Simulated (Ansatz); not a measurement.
Structure of amorphous La12Nb8O38 (periodic cell):

```xyz
58
Lattice="9.7757 -0.5626 0.5265 -0.5626 9.3922 -0.7143 0.5265 -0.7143 9.7283" Properties=species:S:1:pos:R:3 pbc="T T T"
La     7.0510    -0.4334     1.1535
La     2.2727     1.9308     5.8815
La     4.1688     1.0408     9.3455
La     4.3769     8.6820     5.2214
La     2.8735     8.5326     1.9542
La     8.7905     3.3428     3.6787
La     6.5788     4.2468     0.1680
La     3.8636     5.9785     8.3259
La     5.1681     2.3208     3.2044
La     7.1612     6.1359     6.7405
La     6.3953     6.3972     3.1745
La     9.3084     6.6829     1.1991
Nb     0.5823     2.3913     9.4720
Nb     3.4005     5.0833     4.9230
Nb     0.5356     6.8320     4.1022
Nb     2.4375     4.5411     1.4081
Nb     0.4672     4.8283     6.9864
Nb     1.1134     8.2492     7.8173
Nb     7.9844     0.1815     4.5905
Nb     5.8662     2.7498     6.6738
O      3.4412     0.6624     4.4244
O      6.6809     4.0428     2.6043
O      2.6154     3.3980     9.3221
O      7.8807     8.3015     2.4898
O      9.1389     7.4497     9.0661
O      6.9101     6.4247     0.8941
O      4.1552     1.4236     7.0452
O      4.4526     3.3271     5.3021
O      1.2649     6.0618     8.2319
O      1.6863     0.7784     8.3769
O      4.7907     0.6759     1.4082
O      2.5900     6.7389     4.2722
O      0.8806     2.9408     1.4732
O      6.3602     1.1401     5.4661
O      9.4506     1.1653     5.0824
O      2.6447     4.6618     6.5761
O      8.5164     4.6509     8.0013
O      5.5686     4.3865     7.7742
O      8.9904     4.2021     0.6836
O      3.1645     6.2440     0.9659
O      0.3640     7.5296     5.9085
O      8.4961     5.7733     4.2704
O      2.9999     4.0535     3.3761
O      4.9635     8.1814     2.8794
O      1.3919     8.8859    -0.1439
O      4.1356     3.4935     1.1666
O      7.3981     1.3404     3.1141
O      2.9827     8.0178     7.1198
O      0.5398     4.8321     5.0722
O      6.8896     8.1123     5.0851
O      7.2107     3.6455     5.7175
O      4.9788     6.0467     5.2943
O      0.5762     3.0171     7.4379
O      5.8606     7.2324     8.2577
O      0.9108     5.5179     2.3624
O      0.6291     8.1848     2.8697
O      6.3483     1.8952     8.3438
O      8.3078     1.5636     0.3556
```

Level of theory: PBE, scalar-relativistic without spin-orbit coupling (plane waves to 420 eV, PAW; Ansatz, a quantum-chemistry and plane-wave program).

A CHGNet melt-quench gave the starting glass, which DFT then relaxed. O atoms were pushed apart under 1.9 Å during the dynamics, to hinder bonds among them. The hot cell started wider than the set density and was brought back towards it in steps. It is the lowest in DFT energy of 2 quenches. It is a model cell: composition and starting density were chosen by hand, and all elements were melted together. No dispersion term was used. Its density started from a set value of 5.79 and ended at 5.68 g/cm³. The simulated quench (nominally 240 K/ps over its main leg) is rapid and tends to freeze in more defects than a deposited or slowly cooled glass has. One small periodic cell is one sample of the glass; other quenches scatter about these values. Volume and shape were free in the relaxation.

Bonds are counted up to La-La 3.96 Å, La-Nb 3.54 Å, La-O 3.34 Å, Nb-Nb 3.12 Å, Nb-O 2.44 Å, O-O 1.58 Å. Two cations that share two anions don't count as bonded, nor two that share one unless they lie closer than La-La 3.85 Å, La-Nb 3.45 Å, Nb-Nb 3.04 Å.

Question: Give the coordination numbers, mean bond lengths and angles.

Answer: 
```json
{
 "Mean coordination of La by anions": "8.08 (3 with 7, 5 with 8, 4 with 9)",
 "Mean coordination of Nb by anions": "5.62 (3 with 5, 5 with 6)",
 "Mean coordination of O": "3.74 (13 with 3, 22 with 4, 3 with 5)",
 "Mean La-O bond": "2.610 Å (spread 0.240 Å, 97 counted)",
 "Mean Nb-O bond": "2.005 Å (spread 0.132 Å, 45 counted)",
 "Bond angle at La": "mean 99.1°, spread 31.3°",
 "Bond angle at Nb": "mean 104.8°, spread 28.9°",
 "Bond angle at O": "mean 109.2°, spread 19.1°"
}
```

Question: List the pairs of like atoms that count as bonded by the rules above.

Answer: There are none by these rules.
